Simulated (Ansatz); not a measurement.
The reference is HgSe in the zinc blende structure (space group F-43m, No. 216; a = 6.133 Å).

Level of theory: PBEsol (Ansatz, an electronic-structure program; PAW; 420 eV plane waves; without spin-orbit coupling).

One change was made to it. Results:

```
quantity                             base       after
-----------------------------  ----------  ----------
density                        8.05 g/cm³  9.14 g/cm³
shortest interatomic distance     2.656 Å     2.546 Å
```

Question: Which change produced these results?
A. pressure 9 GPa
B. pressure 0.9 GPa
C. pressure 22.5 GPa
D. pressure −1 GPa

Answer: A, pressure 9 GPa. For comparison, the density in the other runs: pressure 22.5 GPa gives 10.23 g/cm³; pressure 0.9 GPa gives 8.18 g/cm³; pressure −1 GPa gives 7.88 g/cm³.

A case with no gap was solved on a k-mesh chosen for an insulator, which is coarse for it. Load acts through the strain it causes; cell and atoms are relaxed under it. Whether these cells are dynamically stable was not tested. Tetrahedral semiconductors of this kind turn to denser phases somewhere between about 1 and 50 GPa; those were not computed, so compressed cells here can lie past the real transition. The final runs are not spin-polarised.
